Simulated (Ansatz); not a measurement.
Start from Ru in the hcp (Mg type) structure (space group P6_3/mmc, No. 194; a = 2.722 Å, c = 4.294 Å; relaxed with 0.1 eV smearing). Axes: x lies along a and z along c of the hexagonal cell.

Method: PBE/PAW in Ansatz (a first-principles code), no spin-orbit coupling.

Strains are applied to the cell and any free atomic positions relax.

One change was made to it. Results:

```tsv
quantity	base	after
energy relative to the base (free energy F)	0 meV/atom	+11 meV/atom
band gap	zero	zero
```

Problem. What was done to the base?
A. uniaxial strain ε_zz = −1.00 %
B. uniaxial strain ε_zz = −2.00 %
C. uniaxial strain ε_zz = +0.50 %

Solution. B, uniaxial strain ε_zz = −2.00 %. For comparison, the energy relative to the base in the other runs: uniaxial strain ε_zz = +0.50 % gives +0.7 meV/atom; uniaxial strain ε_zz = −1.00 % gives +2.8 meV/atom.

Stability against distortions was not tested. The final runs are not spin-polarised.
